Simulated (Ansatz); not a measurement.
## Worked example: self-consistent single point of Ir (I4_1/amd, 2 atoms in the cell) in Ansatz

Method of the run: PBEsol, default PAW files made with PBE (plane waves; Ansatz, an electronic-structure program).

This input was run:

Ansatz 0.2 input:
```yaml
# Ir
crystal:
  lattice:
    - [-2.438585, 2.438585, 1.330522]
    - [2.438585, -2.438585, 1.330522]
    - [2.438585, 2.438585, -1.330522]
  atoms:
    - { symbol: Ir, position: [0.750000, 0.250000, 0.500000] }
    - { symbol: Ir, position: [0.000000, 0.000000, 0.000000] }
kpoints:
  mp_grid: { grid: [9, 9, 9] }
hamiltonian:
  xc: pbesol
  pseudopotentials: { kind: paw }
scf:
  occupations: { method: cold, width: 0.1 }
output:
  forces: true
  eigenvalues: true
  stress: true
```

Output (repeated stretches shortened):

```
WARN basis.ecutwfc = 420 eV, the default
WARN ansatz: RAYON_NUM_THREADS=1 ignored (pool sized by the plan → 1); use --threads N
Pseudopotentials: kind: paw
Pseudopotential: Ir, paw, valence charge 17
Crystal: 2 atoms, lattice volume = 31.649 Å³
Basis set: ecut = 420 eV, 617 PW (Γ), exchange–correlation on 50×50×50 points (8 copies of the dense FFT grid, shifted against one another)
Bands: 21, of which v1, the nominal top of the filled ones, is band 17 counted from 1 (16 counted from 0)
Symmetry: 16 space group operations
Space group: I41/amd (ITA 141), of the structure as read, at distance tolerance 3.2e-5 Å
k-points: 75 of 729
PAW frozen core: Ir, regenerated for the run's functional, and the local potential with it
Initial density: superposition of atomic densities (neutral atoms: chi_scale 0, normalization atom), corrected by the library's trained network
Initial wavefunctions: pseudopotential atomic-orbital guess
Eigensolver: davidson
Functional: x = pbesol(κ = 0.804, μ = 0.12345679012345678), c = pbesol(β = 0.046)
SCF iter   1: F=—  HF=-23596.508296 eV  |F-HF|=—  |Δ(HF+E_count)|=         —  Δρ=8.24e-3  dr2=1.24e-2  ethr=1.77e-3  ⟨swp⟩=4.3  Hψ=5980  notcnv=0
all-band conjugate gradients solve this SCF's bands
preconditioner: auto → Kerker (q_TF=auto, 2.761 Å⁻¹)
SCF iter   2: F=—  HF=-23596.507327 eV  |F-HF|=—  |Δ(HF+E_count)|=   9.69e-4  S|Δr|=    0.00e0  Δρ=4.63e-3  dr2=3.67e-3  ethr=3.64e-5  ⟨swp⟩=2.5  Hψ=2766  notcnv=0
SCF iter   3: F=—  HF=-23596.506620 eV  |F-HF|=—  |Δ(HF+E_count)|=   7.07e-4  S|Δr|=    0.00e0  Δρ=5.36e-4  dr2=5.05e-5  ethr=1.08e-5  ⟨swp⟩=2.0  Hψ=2199  notcnv=0
SCF iter   4: F=—  HF=-23596.506621 eV  |F-HF|=—  |Δ(HF+E_count)|=   9.08e-7  S|Δr|=    0.00e0  Δρ=1.15e-4  dr2=3.81e-6  ethr=1.49e-7  ⟨swp⟩=2.0  Hψ=2252  notcnv=0
SCF iter   5: F=—  HF=-23596.506621 eV  |F-HF|=—  |Δ(HF+E_count)|=   3.79e-7  S|Δr|=    0.00e0  Δρ=3.18e-5  dr2=1.67e-7  ethr=1.12e-8  ⟨swp⟩=2.3  Hψ=2234  notcnv=0
SCF iter   6: F=-23596.506621 eV  HF=-23596.506621 eV  |F-HF|=8.51e-10  |Δ(HF+E_count)|=   2.28e-9  S|Δr|=    0.00e0  Δρ=6.58e-6  dr2=7.28e-9  ethr=2.94e-10  ⟨swp⟩=4.3  Hψ=4908  notcnv=0
SCF 1 converged in 6 iterations: F = -23596.506621 eV  dr2 = 7.28e-9
SCF converged after 6 iterations
Stability not checked (fill_not_monotonic)
Free energy (F): -23596.506621 eV
Harris-Foulkes:  -23596.506621 eV  (|F-HF|=8.51e-10)
Internal energy: -23596.506236 eV  (E = F + TS)
E sigma→0 (E₀):  -23596.506492 eV
Entropy (-TS):   -0.000385 eV (-0.192 meV/atom)
Fermi energy:    22.056895 eV
--- Per-component energies (eV) ---
  E_band       = -272.247722
  E_kinetic    = 1243.918114
  E_local      = -2492.920244  (includes V_loc(G=0)·N_el)
  E_nonlocal   = 154.058345
  E_hartree    = 944.641567
  E_xc         = -530.927131
  E_vxc        = -596.657631  (∫ρ·V_xc dr)
  E_paw        = -18178.029098  (= ΣΔE_a)
  E_vpaw       = -469.928697  (= ΣTr[D̂ρ^β])
  E_aug_tail   = 0.000131  (compensation charges beyond the density's cutoff)
  E_ewald      = -4737.778490
  E_core_change = 0.530570  (= ΣΔE_core)
  E_smearing   = -0.000385  (= −TS)
  E_closure    = -0.000000  (closes the sum)
  Σ components = -23596.506621   (vs F -23596.506621, Δ=0.00e0)
--- Forces (eV/Å), atoms counted from 1 ---
  atom   1  Ir     0.00000000    -0.00000000     0.00000000
  atom   2  Ir     0.00000000     0.00000000     0.00000000
  max |Σ_I F_I| component: 1.39e-17 eV/Å
--- Stress (GPa, compression-positive) ---
       -9.632877       0.000000       0.000000
        0.000000      -9.632877      -0.000000
        0.000000       0.000000       8.635230
  P = ⅓ Tr σ = -3.5435 GPa (-35.435 kbar)
  The stress holds the Pulay correction. Without it, at fixed plane waves, as pw.x and ABINIT print it: P = -3.6028 GPa
--- Band table (eV; the first three rows and the last of 75) ---
  k-point 0: bands = ["-70.3055", "-70.1874", "-27.4821", "-27.4821", "-26.8126", "-26.8001", "-26.7620", "-26.7620", "12.2675", "15.3138", "16.2291", "16.8171", "17.5837", "21.2212", "21.2212", "21.2859", "21.2859", "23.5455", "24.8958", "27.2720", "27.2720"]…
  k-point 1: bands = ["-70.3019", "-70.1910", "-27.4642", "-27.4631", "-26.8481", "-26.7973", "-26.7866", "-26.7485", "12.4863", "15.4711", "16.3397", "16.7567", "17.5095", "21.1860", "21.2859", "21.3754", "21.3828", "23.3356", "23.9812", "26.3595", "28.4233"]…
  k-point 2: bands = ["-70.2916", "-70.2012", "-27.4124", "-27.4075", "-26.9213", "-26.8565", "-26.7894", "-26.7385", "13.1176", "15.8759", "16.6489", "16.6729", "17.3521", "20.9009", "21.3622", "21.5339", "21.6136", "22.8093", "22.8644", "24.5326", "30.3763"]…
  k-point 74: bands = ["-70.2477", "-70.2442", "-27.5857", "-27.5662", "-26.8190", "-26.8078", "-26.6983", "-26.6860", "15.3009", "15.4876", "17.4709", "17.5014", "19.8219", "20.6601", "20.7983", "21.5626", "21.5807", "21.6667", "21.7388", [...]
```

The run converged in 6 iterations.

The starting cell was generated: these elements placed on a structure prototype, without a prior relaxation; it need not be a known phase or ordering of this composition. Its lattice was rescaled by a random factor within 2.5 % of one. Spin-orbit coupling is off. Spin polarisation is off. With a pressure of about -4 GPa the cell is away from its equilibrium volume at this level. Ansatz's pressure includes its estimate of the finite-basis (Pulay) stress.
